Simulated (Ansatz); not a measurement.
Here is the system:

```yaml
crystal:
  lattice:
    - [0.00000, 3.34012, 3.34012]
    - [3.34012, 0.00000, 3.34012]
    - [3.34012, 3.34012, 0.00000]
  atoms:
    - { symbol: Te, position: [0.75000, 0.75000, 0.75000] }
    - { symbol: Cd, position: [0.00000, 0.00000, 0.00000] }
```

No spin polarisation.

Calculations: r2SCAN (Ansatz, a program for electronic structure), without spin-orbit coupling. Settings: 9×9×9 k-points, 0.05 eV Fermi–Dirac smearing.

**Question.** Predict the band gap, gap character, electron mass and hole mass.

**Answer.** Band gap: 0.99 eV
Gap character: direct at Γ
Electron mass: 0.081 mₑ (at Γ)
Hole mass (degenerate bands, along [100]): 0.083, 0.60, 0.60 mₑ (at Γ)

With Te present, leaving out spin-orbit coupling can change the band edges. The cells carry an imposed strain or load. Effective masses come from finite differences of ±0.01 Å⁻¹. Stability against distortions was not tested. The cell was made from CdTe in the zinc blende structure (space group F-43m, No. 216) by this change: isotropic strain +1.87 %.
